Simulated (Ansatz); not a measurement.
Abridged Ansatz (a quantum-chemistry and plane-wave program) output:

```
Relaxation: its limit of steps is 50 (relax.max_steps)
Pseudopotential: Ru, paw, valence charge 16
Crystal: 2 atoms, lattice volume = 27.037 Å³
Basis set: ecut = 500 eV, 687 PW (Γ), exchange–correlation on 80×80×128 points (64 copies of the dense FFT grid, shifted against one another)
Bands: 20, of which v1, the nominal top of the filled ones, is band 16 counted from 1 (15 counted from 0)
Symmetry: 8 space group operations
k-points: 1256 of 8064
Functional: x = r2scan, c = r2scan; τ floored in thin density (d = 2e-4 eV/Å³)
SCF iter   1: F=—  HF=-11782.442362 eV  |F-HF|=—  |Δ(HF+E_count)|=         —  Δρ=1.14e-1  dr2=3.41e0  dr2_τ=8.09e-2  ethr=3.10e-3  ⟨swp⟩=5.0  Hψ=234027  notcnv=0  defer=53
SCF iter   2: F=—  HF=-11781.512006 eV  |F-HF|=—  |Δ(HF+E_count)|=   9.30e-1  Δρ=5.04e-2  dr2=6.34e-1  dr2_τ=6.08e-2  ethr=3.10e-3  ⟨swp⟩=2.9  Hψ=65582  notcnv=0  defer=1343
SCF 1 converged in 7 iterations: F = -11781.511054 eV  dr2 = 2.79e-9
relax step   1: F+E_penalty+E_count = -11781.51105351 eV  Δ(F+E_penalty+E_count) = +0.000e0 eV  max|allowed force component| = 4.285e-7 eV/Å  Δτ_max = 0.0000 Å  P = +0.003 GPa  Ω = 27.037 Å³  (7 SCF iters, dr2 threshold 1.00e-7 eV, accepted)
[... steps on the carried basis left out ...]
relax step   5: F+E_penalty+E_count = -11781.50671592 eV  Δ(F+E_penalty+E_count) = -5.070e-5 eV  max|allowed force component| = 2.725e-4 eV/Å  Δτ_max = 0.0000 Å  P = -1.662 GPa  Ω = 27.183 Å³  stress off target by 8.47e-3 GPa  SCF on the basis re-selected at this cell (its energy is not comparable with the rows above)  (7 SCF iters)
SCF converged after 7 iterations
Free energy (F): -11781.506716 eV
Internal energy: -11781.453081 eV  (E = F + TS)
E sigma→0 (E₀):  -11781.479898 eV
Entropy (-TS):   -0.053635 eV (-26.818 meV/atom)
Fermi energy:    23.175723 eV
--- Forces (eV/Å), atoms counted from 1 ---
  atom   1  Ru     0.00000000     0.00027255     0.00000000
  atom   2  Ru    -0.00000000    -0.00027255    -0.00000000
--- Stress (GPa, compression-positive) ---
       -4.991527       0.000000       0.000000
        0.000000       0.001106       0.000000
        0.000000       0.000000       0.003156
  P = ⅓ Tr σ = -1.6624 GPa (-16.624 kbar)
--- Relaxed structure (4 steps of the walk, 4 accepted, 1 SCFs on fresh bases) ---
  cell:  # Å, volume = 27.1832 Å³
    - [2.733029030058794, 0.0, 0.0]
    - [-1.366514515029397, 2.3367824105804846, 0.0]
    - [0.0, 0.0, 4.256356409731296]
  atoms:
    - { symbol: Ru, position: [0.33282658057988, 0.66565316115976, 0.7500000000000001] }
    - { symbol: Ru, position: [0.6671734194201199, 0.33434683884023997, 0.25] }
```

Question: What was computed, and what are the main results?

Answer: Ru, 2 atoms in the cell, with r2SCAN, PAW, 500 eV (Ansatz; spin-orbit coupling left out), earlier PAW set, from a series relaxed to a target (uniaxial stress, 5 GPa tension along x). The last SCF converged to F = -11781.506716 eV, or -5890.7534 eV per atom. The total energy compares only with runs of the same code, potentials and settings.

Load acts through the strain it causes; cell and atoms are relaxed under it. Stability under load was not tested beyond the relaxation. The final runs are not spin-polarised. The cell was made from Ru in the hcp (Mg type) structure (space group P6_3/mmc, No. 194) by this change: uniaxial stress, 5 GPa tension along x.

Keys are those of Ansatz 0.2.
